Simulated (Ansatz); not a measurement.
A relaxation of cell and atoms of CoAl (Pm-3m, 2 atoms in the cell) with Ansatz (a quantum-chemistry and plane-wave program).

Method: PBEsol, default PAW files made with PBE (plane waves; Ansatz).

The change in words: atoms on their sites; basis.ecutwfc: 420 eV → 505 eV; relax: default → cell and atoms. Reference geometry:
```
CELL_PARAMETERS angstrom
      2.85142     0.00000     0.00000
      0.00000     2.85142     0.00000
      0.00000     0.00000     2.85142
ATOMIC_POSITIONS crystal
  Al 0.50000 0.50000 0.51753
  Co 0.00000 0.00000 0.00000
```

Reference input (self-consistent single point, DFT, PBEsol, plane waves, default PAW files made with PBE): basis.ecutwfc = 420 eV; kpoints.mp_grid.grid = 12 12 12; hamiltonian.xc = pbesol; hamiltonian.pseudopotentials = {kind: paw} (the program's default PAW files); scf.occupations.method = gaussian; scf.occupations.width = 0.1 eV. This run's input differs from it in these lines:

Ansatz 0.2 input:
```diff
@@ -7,6 +7,6 @@
   atoms:
-    - { symbol: Al, position: [0.50000000, 0.50000000, 0.51753500] }
+    - { symbol: Al, position: [0.50000000, 0.50000000, 0.50000000] }
     - { symbol: Co, position: [0.00000000, 0.00000000, 0.00000000] }
 basis:
-  ecutwfc: 420.0 eV
+  ecutwfc: 505.0 eV
 kpoints:
@@ -22,2 +22,4 @@
     width: 0.1 eV
+relax:
+  cell: {}
 output:
```

Log, with long lists cut:

```
   [... SCF lines of the steps left out ...]
relax step   1: F+E_penalty+E_count = -5618.76504548 eV  Δ(F+E_penalty+E_count) = +0.000e0 eV  max|allowed force component| = 4.520e-31 eV/Å  Δτ_max = 0.0000 Å  P = -5.508 GPa  Ω = 23.184 Å³  (6 SCF iters, dr2 threshold 1.00e-7 eV, accepted)
relax step   2: F+E_penalty+E_count = -5618.77529045 eV  Δ(F+E_penalty+E_count) = -1.024e-2 eV  max|allowed force component| = 5.752e-32 eV/Å  Δτ_max = 0.0000 Å  P = -2.337 GPa  Ω = 22.771 Å³  energy of the carried Pulay correction = +8.455e-5 eV  [...]
relax step   3: F+E_penalty+E_count = -5618.77741257 eV  Δ(F+E_penalty+E_count) = -2.122e-3 eV  max|allowed force component| = 5.752e-32 eV/Å  Δτ_max = 0.0000 Å  P = +0.123 GPa  Ω = 22.477 Å³  energy of the carried Pulay correction = +1.459e-4 eV  [...]
relax step   4: F+E_penalty+E_count = -5618.77741505 eV  Δ(F+E_penalty+E_count) = -2.487e-6 eV  max|allowed force component| = 1.282e-30 eV/Å  Δτ_max = 0.0000 Å  P = +0.001 GPa  Ω = 22.491 Å³  energy of the carried Pulay correction = +1.429e-4 eV  [...]
relax step   5: F+E_penalty+E_count = -5618.77727797 eV  Δ(F+E_penalty+E_count) = +1.371e-4 eV  max|allowed force component| = 5.916e-31 eV/Å  Δτ_max = 0.0000 Å  P = -0.003 GPa  Ω = 22.491 Å³  stress off target by 3.00e-3 GPa  SCF on the basis [...]
basis re-selected at this cell: Δ(F+E_penalty+E_count) = +1.371e-4 eV, ΔP = -0.004 GPa vs the last step
the relaxation is at rest under the 48 symmetry operations that the run kept from its start: a minimum is not shown …
Free energy (F): -5618.777278 eV
Internal energy: -5618.773022 eV  (E = F + TS)
E sigma→0 (E₀):  -5618.775150 eV
Entropy (-TS):   -0.004256 eV (-2.128 meV/atom)
Fermi energy:    14.864090 eV
--- Forces (eV/Å), atoms counted from 1 ---
  atom   1  Al     0.00000000    -0.00000000    -0.00000000
   [... lines left out ...]
  cell:  # Å, volume = 22.4909 Å³
   [... lines left out ...]
    - [2.822729289319028, 5.456801509097168e-34, 2.5679065925163143e-34]
    - [5.456801509097168e-34, 2.8227292893190286, 1.6049416203226965e-35]
    - [2.5679065925163143e-34, 1.6049416203226965e-35, 2.8227292893190286]
  atoms:
    - { symbol: Al, position: [0.49999999999999994, 0.49999999999999994, 0.49999999999999994] }
    - { symbol: Co, position: [-2.251427878492279e-35, 1.0553568180433098e-35, 4.221427272173241e-36] }
```

The run converged.  The full log also holds: “iter 5 did not close the SCF: its close was put off for the readings that it lacked (scf_convergence_deferred on its scf_iter line)”. The full log also holds: “iter 5 did not close the SCF: its close was put off for the readings that it lacked (scf_convergence_deferred on its scf_iter line)”.

Summary of the result:
| Quantity | Value |
|---|---|
| Free energy E − TS (on the zero of these files) | -5618.7773 eV |
| Fermi level (on the code's own zero) | 14.86 eV |
| Pressure | 0.00 GPa |
| Final cell | a = 2.823 Å, b = 2.823 Å, c = 2.823 Å, α = 90.00°, β = 90.00°, γ = 90.00° |
| Final volume per atom | 11.25 Å³ |
| Relaxation steps | 5 |

The starting cell has typed, rounded lattice constants, without a prior relaxation at this level. Its lattice was rescaled by up to half a per cent. Spin polarisation is off. The relaxation keeps the symmetry of its start, so its end need not be a minimum. Ansatz's pressure includes its estimate of the finite-basis (Pulay) stress.
